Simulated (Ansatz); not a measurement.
Take PbSe in the rock salt structure (space group Fm-3m, No. 225; a = 6.041 Å) as the base. Axes: x, y, z lie along the cube axes.

Computed with plane-wave PAW DFT at the LDA level (Ansatz, an electronic-structure program, 420 eV), scalar-relativistic without spin-orbit coupling.

Strains are applied to the cell and any free atomic positions relax; under biaxial strain the out-of-plane vector relaxes too.

One change was made to it. Results:

The volume per atom grows by 0.77 Å³, from 27.55 Å³ to 28.32 Å³; the energy rises by 5.9 meV/atom.

### Question
Which change produced these results?
A) biaxial strain −0.50 %, plane normal [001], relaxed out of plane
B) biaxial strain +3.00 %, plane normal [001], relaxed out of plane
C) biaxial strain +1.50 %, plane normal [001], relaxed out of plane
D) biaxial strain +2.00 %, plane normal [001], relaxed out of plane

### Answer
C, biaxial strain +1.50 %, plane normal [001], relaxed out of plane. For comparison, the energy relative to the base in the other runs: biaxial strain +2.00 %, plane normal [001], relaxed out of plane gives +10 meV/atom; biaxial strain −0.50 %, plane normal [001], relaxed out of plane gives +0.7 meV/atom; biaxial strain +3.00 %, plane normal [001], relaxed out of plane gives +22 meV/atom.

Stability against distortions was not tested. The final runs are not spin-polarised.
